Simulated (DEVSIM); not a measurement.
System: illuminated Si n-on-p cell, one wavelength, with a back-surface field, at 300 K.

```tsv
layer (left to right)	material	thickness (μm)	Nd (cm⁻³)	Na (cm⁻³)	τn (s)	τp (s)	absorption coefficient (cm⁻¹)
1	Si	0.350	9.6e17	-	2.8e-9	1.2e-8	1800
2	Si	49.0	-	6.2e16	2.8e-7	2.8e-7	1800
3	Si	0.130	-	2.1e18	8.4e-6	2.8e-7	1800
```

Left contact: ohmic, minority hole recombination velocity 6000 cm/s. Right contact: ohmic, minority electron recombination velocity 400 cm/s. Voltage is applied to the left contact. Recombination: SRH at mid-gap, radiative, Auger. Light enters at the left, 3.3e16 photons cm⁻² s⁻¹, one pass, no reflection. Mobility is μmin + (μ − μmin)/(1 + (N/Nref)^α).

This is a model device: material constants are rounded textbook-type values typed into the input, and sizes, dopings and lifetimes were drawn at random. Values at 300 K.

```csv
parameter,Si
gap (eV),1.124
affinity (eV),4.05
permittivity,11.7
Nc (cm⁻³),2.86e19
Nv (cm⁻³),3.1e19
μn (cm²/Vs),1417
μp (cm²/Vs),470
"μn,min",52
"μp,min",45
"Nref,n",9.7e16
"Nref,p",2.2e17
αn,0.68
αp,0.72
B (cm³/s),4.7e-15
Cn (cm⁶/s),2.8e-31
Cp (cm⁶/s),9.9e-32
```

Model (solved in DEVSIM): 1D drift-diffusion, Boltzmann statistics, complete ionisation; no tunnelling, impact ionisation, image-force lowering or self-heating.

Question: Tabulate band edges, carrier densities and field at -0.9 V on the left contact, in the dark.

Answer: Energies count from the Fermi level of the right contact; mesh points crowd at the junctions.

| x (μm) | Ec (eV) | Ev (eV) | n (cm⁻³) | p (cm⁻³) | field (V/cm) |
|---|---|---|---|---|---|
| 0.000 | 0.988 | -0.136 | 9.6e17 | 1.7e16 | -980 |
| 0.03476 | 0.987 | -0.137 | 9.8e17 | 1.7e16 | ≈ 0 |
| 0.1127 | 0.987 | -0.137 | 9.8e17 | 1.7e16 | ≈ 0 |
| 0.2448 | 0.987 | -0.137 | 9.8e17 | 1.8e16 | ≈ 0 |
| 0.3331 | 0.988 | -0.136 | 9.6e17 | 1.8e16 | 1100 |
| 0.3607 | 1.036 | -0.088 | 1.5e17 | 1.2e17 | 11000 |
| 0.4146 | 1.045 | -0.079 | 1.0e17 | 1.7e17 | ≈ 0 |
| 0.6396 | 1.045 | -0.079 | 1.0e17 | 1.7e17 | ≈ 0 |
| 1.127 | 1.044 | -0.080 | 1.0e17 | 1.6e17 | ≈ 0 |
| 2.458 | 1.043 | -0.081 | 1.0e17 | 1.6e17 | ≈ 0 |
| 5.774 | 1.041 | -0.083 | 9.4e16 | 1.6e17 | ≈ 0 |
| 19.61 | 1.028 | -0.096 | 8.3e16 | 1.4e17 | -11 |
| 37.11 | 1.009 | -0.115 | 1.1e17 | 1.7e17 | -11 |
| 44.58 | 1.001 | -0.123 | 1.4e17 | 2.0e17 | -10 |
| 48.02 | 0.998 | -0.126 | 1.5e17 | 2.1e17 | ≈ 0 |
| 48.84 | 0.997 | -0.127 | 1.6e17 | 2.2e17 | ≈ 0 |
| 49.17 | 0.997 | -0.127 | 1.6e17 | 2.2e17 | ≈ 0 |
| 49.29 | 0.996 | -0.128 | 1.6e17 | 2.2e17 | ≈ 0 |
| 49.35 | 1.042 | -0.082 | 2.7e16 | 1.3e18 | 43000 |
| 49.38 | 1.055 | -0.069 | 1.7e16 | 2.1e18 | ≈ 0 |
| 49.43 | 1.055 | -0.069 | 1.7e16 | 2.1e18 | ≈ 0 |
| 49.48 | 1.054 | -0.070 | 1.7e16 | 2.1e18 | -650 |
